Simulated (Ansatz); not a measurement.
Where the default PAW files enter, the runs use the earlier of Ansatz's two default sets.

Given:

```xyz
6
Lattice="2.9592 0.0000 0.0000 0.0000 6.5052 0.0000 0.0000 3.2526 3.2526" Properties=species:S:1:pos:R:3 pbc="T T T"
Ti     0.0000     3.2526     0.0000
Ti     1.4796     0.0000     0.0000
O      1.4796     3.2526     1.2729
O      1.4796     6.5052     1.9796
O      0.0000     1.2729     0.0000
O      0.0000     5.2322     0.0000
```

Space group of this cell: P4_2/mnm, rutile. The cell is taken as given; by r2SCAN its mean pressure is -0.8 GPa.

Level of theory: r2SCAN (plane waves, PAW; Ansatz, a program for electronic structure).

The current runs along the normal of the first two printed vectors; no spin-orbit coupling. Scaled by the factor s: the length along the current (ions clamped). Meshes 10×10×10 and 10×6 across the current in all rows.

```csv
s,mean pressure (GPa),band gap (eV)
0.97,6.8,?
1.00,-0.8,2.20
1.03,-6.9,2.11
```

Task: Take the slope of the band gap against ln s from the two given rows, extrapolate to s = 0.97, and say what the run there gives.

Result: Slope = (2.11 − 2.20) / ln 1.03 = -3.04 eV. The line gives 2.20 + (-3.04) × ln 0.97 = 2.29 eV. The run gives 2.26 eV, 0.03 eV under the line, 35 % of the predicted step.
